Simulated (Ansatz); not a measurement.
For SiGe (model structure, started from the beta GaS type, P6₃/mmc, No. 194, 8 atoms in the cell), PBE in Ansatz (plane waves, PAW) gives:

- lattice parameter a = 3.929 Å
- c axis length = 12.996 Å
- enthalpy of formation = 0.356 eV/atom

Task: What does PBE-D3(BJ) in Ansatz (PAW) give for the same quantities?

Result: 
- lattice constant a: 3.866 Å (shrinks by 1.6 %)
- lattice parameter c: 12.913 Å (decreases by 0.6 %)
- formation enthalpy: 0.351 eV/atom (shrinks by 0.005 eV/atom)

Changes are worked out from the printed values.

Unless a cell is named, each level is at its own relaxed cell (PBE 21.72, PBE-D3(BJ) 20.89 Å³/atom).

Ansatz's density-functional and Hartree–Fock values are scalar-relativistic unless marked +SOC, with PAW data made under PBE.

A model structure was made by putting elements into a prototype or built by hand; it is no filed structure, need not be a known phase, and can be a saddle point held by its symmetry.

Ansatz is a program for electronic structure.
